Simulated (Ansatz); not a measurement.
## Ge under a change: biaxial strain +4.80 %, plane normal [001], relaxed out of plane

The reference is Ge in the diamond structure (space group Fd-3m, No. 227; a = 5.676 Å). Axes: x, y, z lie along the cube axes.

One thing is altered: tensile biaxial strain of 4.80 % in the plane normal to [001], as in epitaxy on a mismatched substrate; the out-of-plane cell vector and the atoms relax.

The values are results of PBEsol/PAW in Ansatz (a first-principles code), no SOC, not measurements. Γ-centred 14×14×14 mesh, Fermi–Dirac width 0.05 eV.

| quantity | base | changed | shift |
|---|---|---|---|
| volume per atom | 22.86 Å³ | 24.14 Å³ | +1.28 Å³ |
| space group | Fd-3m (No. 227) | I4_1/amd (No. 141) | – |
| shortest interatomic distance | 2.458 Å | 2.507 Å | +0.049 Å |
| energy relative to the base (free energy F) | 0 meV/atom | +36 meV/atom | +36 meV/atom |
| pressure (mean of the normal stresses, compression positive) | 0.0 GPa | -3.2 GPa | -3.2 GPa |
| band gap | zero | zero | – |
| out-of-plane strain (rough) | – | -3.85 % | – |
| mean in-plane stress (compression positive) (rough) | – | -4.8 GPa | – |

Without a gap, meshes like the base's 14×14×14 leave anisotropic stresses uncertain by several tenths of a GPa, and small strain energies with them. Whether these cells are dynamically stable was not tested. The zero or small gap of Ge can change with the level of theory.
